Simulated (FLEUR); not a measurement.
Input and output of a self-consistent single point for TlBr (Fm-3m, 2 atoms in the cell) (FLEUR).

Method: LDA (Vosko-Wilk-Nusair), all-electron FLAPW (FLEUR), scalar-relativistic valence.

```xyz
2
Lattice="0.0000 3.3420 3.3420 3.3420 0.0000 3.3420 3.3420 3.3420 0.0000" Properties=species:S:1:pos:R:3 pbc="T T T"
Tl     0.0000     0.0000     0.0000
Br     3.3420     3.3420     3.3420
```

Reference input (self-consistent single point, DFT, LDA (Vosko-Wilk-Nusair), all-electron FLAPW (FLEUR), scalar-relativistic valence): Kmax = 3.8 1/bohr; GmaxXC = 11.4 1/bohr; xcFunctional = vwn; jspins = 1; l_soc = F; mode = hist; fermiSmearingEnergy = 0.0001 Htr; mesh (inpgen div1-3) = 6 6 6; inpgen gamma flag = true; Gmax = 11.4 1/bohr; numbands = 0; maxIterBroyd = 25. This run's input differs from it in these lines:

```diff
@@ -15,3 +15,3 @@
 &exco xctyp='vwn' /
-&kpt div1=6 div2=6 div3=6 gamma=t /
+&kpt div1=4 div2=4 div3=4 gamma=t /
 &end /
```

Log, with long lists cut:

```
 Iteration:     1   Distance:       4.59991087 me/bohr^3
 Iteration:     2   Distance:       4.19851118 me/bohr^3
 Iteration:     3   Distance:       2.14929465 me/bohr^3
 Iteration:     4   Distance:       1.19933911 me/bohr^3
 Iteration:     5   Distance:       0.81138925 me/bohr^3
   [... 5 lines left out ...]
 Iteration:    11   Distance:       0.00082969 me/bohr^3
 Iteration:    12   Distance:       0.00017752 me/bohr^3
 Iteration:    13   Distance:       0.00012028 me/bohr^3
 Iteration:    14   Distance:       0.00000762 me/bohr^3
 Run finished successfully
 Stop message:
   Structural relaxation: Done

[file out, last iteration]
             iter=     15
[...]
          total density-effective poten   -4.0207567539E+04
          total charge density-energy d   -4.5987098707E+02
 Updated energy parameters for spin:           1
[...]
 fermi energy and band-weighting factors:

[...]
FERMIE:
          first approx. to ef    (T=0)  :   0.065970 htr   (energy of the highest occ. eigenvalue)
          number of occ. states  (T=0)  :         80
          first approx. to seigv (T=0)  :  -4.012621 htr
          sum of weights of occ. states :  10.000000
          sum of semicore charge        :   0.000000 e
FERHIS:  Fermi-Energy by histogram:
          bandgap                     :   0.073436 htr
   [... lines left out ...]
          charge neutrality (T=0)     :   0.000000    (zero if the highest occ. eigenvalue is "entirely" occupied)
 Direct bandgap for spin            1 :    7.3436403977125517E-002  Htr
 ---->    free energy=                    -22881.3795019619 htr
   [... lines left out ...]
      extrapolation for T->0
 ---->    total electron energy=          -22881.3795019619 htr
 ***** TOTAL FORCES ON ATOMS *****
 TOTAL FORCE FOR ATOM TYPE=  1  X=  0.000   Y=  0.000   Z=  0.000
                       FX_TOT= 0.000000 FY_TOT= 0.000000 FZ_TOT= 0.000000
 TOTAL FORCE FOR ATOM TYPE=  2  X=  6.316   Y=  6.316   Z=  6.316
                       FX_TOT= 0.000000 FY_TOT= 0.000000 FZ_TOT= 0.000000
 Structural relaxation: Done
```

The run converged in 14 iterations. FLEUR gives forces in its relaxation mode, with a further iteration, so its stop message speaks of a relaxation. Against the reference run the free energy goes up by 1.6 meV/atom and the gap on the mesh hardly changes (2.000 to 1.998 eV).

The starting cell comes from a database of computed structures (which also holds hypothetical and non-ambient phases and stackings), without a prior relaxation at this level. Spin-orbit coupling is off. Values depend on the basis (sphere radii, cutoffs, local orbitals), which need not be converged.
